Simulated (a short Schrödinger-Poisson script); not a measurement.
Structure: symmetric double-gate stack, SiO2 on p-type Si(111), at 300 K.

| layer | material | thickness (nm) | Na (cm⁻³) |
|---|---|---|---|
| 1 | SiO2 | 1.7 | - |
| 2 | Si | 5 | 1e18 |
| 3 | SiO2 | 1.7 | - |

The device is made up for the run: typed textbook-type constants, with dimensions and the other settings drawn at random. SiO2: permittivity 3.9, conduction-band edge (eV) 3.15, gap (eV) 9, electron mass (mₑ) 0.5. Si: permittivity 11.7, conduction-band edge (eV) 0, gap (eV) 1.124, Nv at 300 K (cm⁻³) 3.1e19.

Channel valleys (confinement mass, in-plane density-of-states mass, number): Δ6 0.258, 0.358, 6. At the gates, both at one voltage, the conduction-band edge of layer 1 lies 3.7 eV − eVg above the Fermi level of the channel. Gaps are held at their typed values at every temperature. Mesh 0.03 nm at interfaces.

From a short Schrödinger-Poisson script (our own, NumPy): 1D Poisson equation in equilibrium, electrons classical, Boltzmann, parabolic valleys, classical holes, full ionisation, no traps, pinning or gate leakage.

The same stack at other levels of the model or other numerical settings:

```
run                                          sheet density of all electrons at Vg = 1.25 V (cm⁻²)  sheet density of all electrons at Vg = 0.65 V (cm⁻²)  capacitance of both gates at Vg = 1.25 V (μF/cm²)  gate voltage at 1e11 electrons/cm² (V)  rough cost against the base
-------------------------------------------  ----------------------------------------------------  ----------------------------------------------------  -------------------------------------------------  --------------------------------------  ---------------------------
base                                                                                      1.59e13                                               2.67e12                                               3.76                                    0.45                      about 1
electrons treated as classical, Fermi-Dirac                                               1.53e13                                               2.63e12                                               3.57                                    0.45                            3
electrons treated as quantum, Hartree                                                           ?                                                     ?                                                  ?                                    0.50                           10
mesh six times as coarse                                                                  1.56e13                                               2.63e12                                               3.69                                    0.45                      about 1
```

Task: Some entries are withheld; supply them.

Result: 
- electrons treated as quantum, Hartree, capacitance of both gates at Vg = 1.25 V (μF/cm²): 3.06
- electrons treated as quantum, Hartree, sheet density of all electrons at Vg = 1.25 V (cm⁻²): 1.25e13
- electrons treated as quantum, Hartree, sheet density of all electrons at Vg = 0.65 V (cm⁻²): 1.67e12

The classical rows ignore confinement, and Boltzmann statistics overrate the density once the band edge passes the Fermi level.
